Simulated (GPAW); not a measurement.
# Parameter sweep on MgCu2S4 (Pm, 7 atoms in the cell)

```xyz
7
Lattice="5.1578 0.0000 0.0000 0.0000 3.4138 0.0000 -1.9413 0.0000 6.4609" Properties=species:S:1:pos:R:3 pbc="T T T"
Mg     0.3399     0.0000     6.0053
Cu     1.8141     1.7069     3.0921
Cu     4.8265     0.0000     0.3565
S      1.1406     1.7069     0.9278
S      0.0745     0.0000     3.5700
S      3.5517     0.0000     2.4816
S      2.1169     1.7069     5.3723
```

Base run A: PBEsol, GPAW PAW datasets PBEsol (made by gpaw-setup) (GPAW), self-consistent single point.

Its settings: mode = pw; ecut = 800 eV; xc = PBEsol; kpts = 4 5 3; mesh shift (steps) = 0 0 0; occupations.name = methfessel-paxton; occupations.width = 0.1 eV; occupations.order = 1; nbands = -13; convergence.density = 1e-05 e/electron; symmetry.symmorphic = false; symmetry.tolerance = 0.0005; maxiter = 150.

The starting cell comes from a database of computed structures (which also holds hypothetical and non-ambient phases and stackings), without a prior relaxation at this level. Its lattice was rescaled by a random factor within 2.5 % of one. Spin polarisation is off. In the base run, with a pressure of about 3 GPa the cell is away from its equilibrium volume at this level. The run gives no clean gap (levels at the Fermi energy touch, overlap or are partly filled at this smearing), which alone does not show that the compound is a metal. Without a gap this mesh is coarse (it stands for a supercell whose shortest vector is 17 Å).

A dash stands where there is no value to compare (another energy zero or no entropy term, no result, no spin, no clean gap, or a mesh too coarse for one). Absolute energies have different zeros for different potentials, functionals, Hubbard and dispersion terms and are not compared across them.

Run A gave: pressure (GPa) 3.15; largest force (eV/Å) 0.702.

Runs:
- B: dispersion: default → d3 [PBEsol-D3(0)]
- C: dispersion: default → d3bj [PBEsol-D3(BJ)]
- D: dispersion: default → d3bj_atm [PBEsol-D3(BJ)+ATM]
- E: dispersion: default → d4 [PBEsol-D4]

Question: What does run B change against A?

Answer: The pressure goes from 3.15 to 0.83 GPa and the largest force goes from 0.702 to 0.658 eV/Å.

Question: What does run D change against A?

Answer: The pressure goes from 3.15 to 0.45 GPa and the largest force hardly changes (0.702 to 0.697 eV/Å).

```csv
run,pressure (GPa),largest force (eV/Å),dispersion energy (eV/atom)
A,3.15,0.702,–
B,0.83,0.658,-0.221
C,-0.09,0.697,-0.324
D,0.45,0.697,-0.296
E,1.18,0.696,-0.215
```
